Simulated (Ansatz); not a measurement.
# A computed series for hypothetical Fm-3m MoTe2: point defects

Start from a 12-atom supercell of MoTe2 (space group Fm-3m, No. 225; a = 6.639 Å; a hypothetical phase, not in the database extracts checked) at its relaxed geometry.

One neutral defect a cell, atoms relaxed at fixed cell.

Computed with r2SCAN, PAW, 500 eV (Ansatz, a program for electronic structure; no spin-orbit coupling).

```csv
change,pressure,largest displacement of a host atom from its site in the perfect cell
perfect supercell,-0.4 GPa,–
Mo on a Te site (antisite),-2.5 GPa,0.73 Å
Te on a Mo site (antisite),6.8 GPa,0.17 Å
"Mo vacancy, symmetric start",1.1 GPa,0.08 Å
Te interstitial (started 2.60 Å from the nearest host atom),9.2 GPa,1.43 Å
```

The cell is small, so the values are those of an ordered compound at a high defect concentration; dilute-limit values will differ. Defects with a symmetric start kept the site's symmetry and may sit on a saddle; the others started slightly shaken. All final runs are without spin polarisation. MoTe2, MoTe3, Mo3Te8 and Mo4Te9 have a high density of states at the Fermi level and may be magnetic at this level.
